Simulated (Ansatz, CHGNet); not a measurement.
# How the lattice parameter a of GeS (model structure, started from the NiAs type, P6₃/mmc, No. 194, 4 atoms in the cell) moves with the method

No measured value is used here.

```csv
level (code),value (Å)
CHGNet 0.3.0,3.802
LDA (Ansatz),(withheld)
PBE (Ansatz),3.771
PBEsol (Ansatz),3.664
PBE-D3(BJ) (Ansatz),3.689
```

**Question.** Fill in the missing entries.

**Answer.** 
- LDA (Ansatz, an electronic-structure program), value (Å): 3.625

PBE-D3(BJ): a distance lies near a switch of the dispersion term, which can move the cell. Ansatz's density-functional and Hartree–Fock values are scalar-relativistic unless marked +SOC, with PAW data made under PBE.

Machine-learned potentials (CHGNet 0.3.0) are trained on DFT data: a solid inside that data is no test of them.

A model structure was made by putting elements into a prototype or built by hand; it is no filed structure, need not be a known phase, and can be a saddle point held by its symmetry.
